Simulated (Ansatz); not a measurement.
Defect: Hf vacancy in monoclinic HfO2 with all lengths changed by -1 %, charge state -4. The step: one Hf atom jumps into the vacancy from a nearby Hf site; the atom moves 2.93 Å along (0.48, -0.08, 0.37) of the unit cell; the moving atom starts with neighbours O at 1.93, O at 1.98, O at 2.06, O at 2.24, O at 2.28, O at 2.35, O at 2.40 Å and ends with O at 1.93, O at 1.98, O at 2.06, O at 2.24, O at 2.28, O at 2.35, O at 2.40 Å. DFT values are from Ansatz (plane-wave PAW, 420 eV unless said) in a cell of 96 host sites, spin-restricted, static, with no finite-size correction. The charge state is imposed; whether it is stable for some Fermi level was not computed. Forms of the defect that were not tried may lie lower. For the PBE band: the saddle point's order was not checked.

| Level | Forward barrier (eV) | Cost of the band or of the saddle's single point |
|---|---|---|
| PBE, the Γ point alone, band relaxed | 2.13 | very roughly 110 core-minutes |
| PBE, a 2×2×2 k-point mesh shifted by half a step, same geometries | 2.13 | about 17 core-minutes (a rough figure) |

Ansatz is an electronic-structure program.
